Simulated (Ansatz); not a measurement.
The starting structures come from a database of crystals and need not be the phases stable at ambient conditions.

By PBEsol, the system below comes out a metal.

Without scattering a metal conducts by its projected Fermi surface.

Consider the following.

```xyz
1
Lattice="3.3880 0.0000 0.0000 0.0000 4.1395 0.0000 1.6940 -2.0698 2.0698" Properties=species:S:1:pos:R:3 pbc="T T T"
Sn     0.0000     0.0000     0.0000
```

Space group of this cell: I4/mmm. The cell is strained (all lengths scaled by 1.02); by PBEsol its mean pressure is -4.2 GPa.

The current flows along the normal of the first two printed cell vectors, the (100) plane of the conventional cell. No spin-orbit coupling; the value is a mean over 0.1 eV about the Fermi level.

Task: Estimate the ballistic conductance per area that PBEsol (Ansatz, a first-principles code) returns for this system.

Result: 1.1 × 10¹⁵ S/m² for both spins.
